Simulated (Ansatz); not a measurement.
**A computed series for Re2C: pressure series**

The reference is Re₂C (space group P6_3/mmc, No. 194; a = 2.834 Å, c = 9.828 Å; a cell from a computed database, its experimental status unchecked).

Cell and atoms are relaxed at each pressure.

Level of theory: PBEsol (Ansatz, a first-principles code; PAW; 420 eV plane waves; scalar-relativistic without spin-orbit coupling).

```json
[
 {"pressure (GPa)": "-2", "volume per atom (Å³/atom)": "11.446"},
 {"pressure (GPa)": "-1", "volume per atom (Å³/atom)": "11.418"},
 {"pressure (GPa)": "0", "volume per atom (Å³/atom)": "11.391"},
 {"pressure (GPa)": "0.3", "volume per atom (Å³/atom)": "11.384"},
 {"pressure (GPa)": "0.7", "volume per atom (Å³/atom)": "11.373"},
 {"pressure (GPa)": "1.5", "volume per atom (Å³/atom)": "?"},
 {"pressure (GPa)": "3", "volume per atom (Å³/atom)": "11.313"},
 {"pressure (GPa)": "5", "volume per atom (Å³/atom)": "11.262"},
 {"pressure (GPa)": "10", "volume per atom (Å³/atom)": "11.140"}
]
```

Task: Fit the third-order Birch–Murnaghan form P(V) = (3B₀/2)[(V₀/V)^(7/3) − (V₀/V)^(5/3)]·[1 + (3/4)(B₀′ − 4)((V₀/V)^(2/3) − 1)] (squares taken in P) to the rows shown and predict the withheld row.

Result: Least squares on the printed values gives V₀ = 11.392 Å³/atom, B₀ = 426 GPa, B₀′ = 4.4; this predicts 11.352 Å³/atom, and the run gives 11.352 Å³/atom, in agreement.

Load acts through the strain it causes; cell and atoms are relaxed under it. Whether these cells are dynamically stable was not tested. Competing high-pressure phases were not computed. The final runs are not spin-polarised.
